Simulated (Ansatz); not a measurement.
ZnS (F-43m) under hydrostatic pressure (compression positive): electron conductivity mass by PBE with spin-orbit coupling, rigid bands (plane waves, PAW; Ansatz, a quantum-chemistry and plane-wave program). The unloaded cell, whose axes the loads refer to:

ZnS is taken in the cubic space group F-43m (No. 216), the zinc blende structure, Pearson symbol cF8. Conventional cell: a = b = c = 5.357 Å, α = β = γ = 90.00°. Zn on 4a is coordinated by 4 S at 2.319 Å (tetrahedral). S on 4d is coordinated by 4 Zn at 2.319 Å (tetrahedral). (Neighbours: up to the widest gap in distance over summed covalent radii, below 1.35, at either atom; cation-cation and far metal-metal contacts left out.)
(The calculation used a cell of 2 atoms; values per cell refer to that cell.)

```
hydrostatic pressure (compression positive) (GPa)  volume per atom (Å³)  electron conductivity mass (mₑ)
-------------------------------------------------  --------------------  -------------------------------
-3                                                                20.03                                ?
-2                                                                19.73                            0.184
-1                                                                19.46                            0.186
0                                                                 19.21                            0.189
1                                                                 18.97                            0.191
2                                                                 18.76                            0.194
4                                                                 18.35                            0.198
6                                                                 17.99                            0.201
```

Task: Fit a straight line to ln(electron conductivity mass) against the load over the rows given, and predict the row at -3 GPa.

Result: The means are x̄ = 1.429 GPa and ȳ = -1.6515; Σ(x − x̄)(y − ȳ) = 0.5422 and Σ(x − x̄)² = 47.71, so the slope is 1.14 % per GPa, and the rows given lie within 0.51 % of the line. At -3 GPa the line gives 0.182 mₑ; the calculation gives 0.181 mₑ, 0.75 % from it.

Masses are for dilute carriers at 300 K, harmonic means over directions unless an axis is named. Stresses and pressures are the targets of the relaxation. The structure type is held at every load. Geometry: cell and atoms relaxed with PBEsol.
